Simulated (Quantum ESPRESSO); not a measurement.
**Converging the plane-wave cutoff: K (Im-3m, 1 atom in the cell)**

```
CELL_PARAMETERS angstrom
     -2.65320     2.65320     2.65320
      2.65320    -2.65320     2.65320
      2.65320     2.65320    -2.65320
ATOMIC_POSITIONS crystal
  K  0.00000 0.00000 0.00000
```

Method: PBE, PSlibrary ultrasoft (PBE) pseudopotentials (plane waves; Quantum ESPRESSO 7.5).

Base settings: ecutwfc = 50 Ry; ecutrho = 350 Ry; occupations = smearing; smearing = fd; degauss = 0.0073499 Ry; potentials = {K: K.pbe-spn-rrkjus_psl.1.0.0.UPF}; K_POINTS = automatic 3 3 3 0 0 0; conv_thr = 1e-09 Ry.

Moved along: ecutrho.

The second cell is the first with its lattice scaled by 0.98.

The mesh stays at the base's, so the ladder's end is converged at best in this setting alone.

Only quantities that move along the ladder and can be compared are tabulated.

The count of work is k-points × plane waves × bands × iterations; it is no time. 

The starting cell has typed, rounded lattice constants, without a prior relaxation at this level. Its lattice was rescaled by up to half a per cent. Without a gap this mesh is coarse (it stands for a supercell whose shortest vector is 14 Å).

| ecutwfc | free energy less the last step's (meV/atom) | energy of the compressed cell less the first (meV/atom) | pressure (GPa) | count of work / last |
|---|---|---|---|---|
| 17.5 Ry | 2677.59 | 28.97 | -19.81 | 0.056 |
| 20 Ry | 1179.17 | 45.52 | -10.82 | 0.069 |
| 25 Ry | 240.22 | -7.04 | -3.11 | 0.096 |
| 28 Ry | 91.19 | -6.73 | -1.29 | 0.11 |
| 30 Ry | 50.68 | -0.69 | -0.65 | 0.13 |
| 40 Ry | 23.64 | -1.28 | -0.22 | 0.19 |
| 45 Ry | 16.38 | -1.53 | -0.26 | 0.23 |
| 50 Ry | 9.10 | -1.20 | -0.23 | 0.27 |
| 55 Ry | 5.30 | -1.35 | -0.19 | 0.31 |
| 60 Ry | 3.99 | -1.35 | -0.17 | 0.36 |
| 68 Ry | 3.36 | -1.35 | -0.16 | 0.43 |
| 88 Ry | 0.75 | -1.34 | -0.16 | 0.63 |
| 120 Ry | 0.00 | -1.34 | -0.16 | 1.0 |

Coarsest ecutwfc that holds the free energy within 2 meV/atom of the last step, with all finer ones: 88 Ry; the step before is off by 3.4 meV/atom.

Coarsest ecutwfc that holds the energy of the compressed cell less the first within 2 meV/atom of the last step, with all finer ones: 30 Ry, at 0.13 of the last step's count of work; the step before is off by 5.4 meV/atom.

Coarsest ecutwfc that holds the pressure within 0.2 GPa of the last step, with all finer ones: 40 Ry, at 0.19 of the last step's count of work; the step before is off by 0.49 GPa.

The energy difference between the two cells stays within 1 meV/atom of the last step's from 30 Ry on, the total only from 88 Ry on: much of the error is common to both cells and cancels.

Two neighbours can agree and both be off: 25 Ry and 28 Ry differ by 0.31 meV/atom in the energy of the compressed cell less the first, yet lie about 5.4 meV/atom from the last step.

At the lowest cutoff the pressure lies 19.6 GPa under the last step's, the usual sign of Pulay stress in an incomplete plane-wave basis.
